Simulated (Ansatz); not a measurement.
Hypothetical Fm-3m MoTe2 under a change: pressure 10 GPa

The reference is MoTe2 (space group Fm-3m, No. 225; a = 6.5608 Å; a hypothetical phase, not in the database extracts checked).

The change: cell and atoms relaxed at a pressure of 10 GPa.

Method: PBEsol/PAW in Ansatz (a first-principles code), no spin-orbit coupling. Γ-centred 12×12×12 mesh, Fermi–Dirac width 0.05 eV.

* **Volume per atom**: 21.67 Å³ (base 23.53 Å³)
* **Density**: 8.97 g/cm³ (base 8.26 g/cm³)
* **Lattice parameter a**: 6.383 Å (base 6.561 Å)
* **Shortest interatomic distance**: 2.764 Å (base 2.841 Å)
* **Enthalpy H = E + PV relative to the base's energy**: +1.41 eV/atom
* **Band gap**: zero (base zero)

Final structure:

```yaml
crystal:
  lattice:
    - [0.00000, 3.19164, 3.19164]
    - [3.19164, 0.00000, 3.19164]
    - [3.19164, 3.19164, 0.00000]
  atoms:
    - { symbol: Mo, position: [0.00000, 0.00000, 0.00000] }
    - { symbol: Te, position: [0.25000, 0.25000, 0.25000] }
    - { symbol: Te, position: [0.75000, 0.75000, 0.75000] }
```

Load acts through the strain it causes; cell and atoms are relaxed under it. Whether these cells are dynamically stable was not tested. Competing high-pressure phases were not computed. The final runs are not spin-polarised. MoTe2 has a high density of states at the Fermi level and may be magnetic at this level.
